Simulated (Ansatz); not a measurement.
We consider ScGeCN (model structure, started from the AlSiCN type, P3m1, No. 156, 4 atoms in the cell), described by HSE06 (Ansatz, a quantum-chemistry and plane-wave program, plane waves, PAW).

Run with plane-wave cutoff 460 eV, 9×9×6 k mesh (along the axes of the cell as run), Fermi–Dirac smearing 0.01 eV, scalar-relativistic PAW data made under PBE.

Cell (relaxed with PBEsol):

```xyz
4
Lattice="3.3787 0.0000 0.0000 -1.6893 2.9260 0.0000 0.0000 0.0000 5.2892" Properties=species:S:1:pos:R:3 pbc="T T T"
Sc     0.0000     1.9507     2.7829
Ge     1.6893     0.9753     5.2852
C      0.0000     1.9507     0.4903
N      1.6893     0.9753     3.3422
```

Q: Estimate the band gap, smallest direct gap on the k points sampled and direct gap at Γ that the calculation returns.

A: 
band gap: 3.38 eV (indirect)
smallest direct gap on the k points sampled: 3.52 eV
direct gap at Γ: 3.77 eV

Note: the relaxation could raise the start's symmetry but not lower it, so the cell can be a saddle point; cell and atoms aren't relaxed at this level (largest force component 0.18 eV/Å, pressure 0.8 GPa).

Spin–orbit coupling is not included.

The computed numbers hold no vibrational or temperature effects.

A model structure was made by putting elements into a prototype or built by hand; it is no filed structure, need not be a known phase, and can be a saddle point held by its symmetry.
